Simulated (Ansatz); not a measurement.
Consider HgS in the rock salt structure (space group Fm-3m, No. 225; a = 5.454 Å; a model cell, its experimental status unchecked; relaxed with 0.1 eV smearing). Axes: x, y, z lie along the cube axes.

Calculations: PBEsol (Ansatz, a first-principles code), no SOC, earlier PAW set.

Strains are applied to the cell and any free atomic positions relax.

One change was made to it. Results:

The energy goes up by 8.3 meV/atom; the pressure goes from zero to -3.0 GPa; the band gap stays zero.

Name the change that was made.
A. uniaxial strain ε_zz = +1.72 %
B. isotropic strain +5.59 %
C. isotropic strain +1.37 %

C, isotropic strain +1.37 %. For comparison, the energy relative to the base in the other runs: uniaxial strain ε_zz = +1.72 % gives +1.8 meV/atom; isotropic strain +5.59 % gives +116 meV/atom.

Whether these cells are dynamically stable was not tested. The final runs are not spin-polarised. This is not the structure that HgS has at room temperature and ambient pressure.
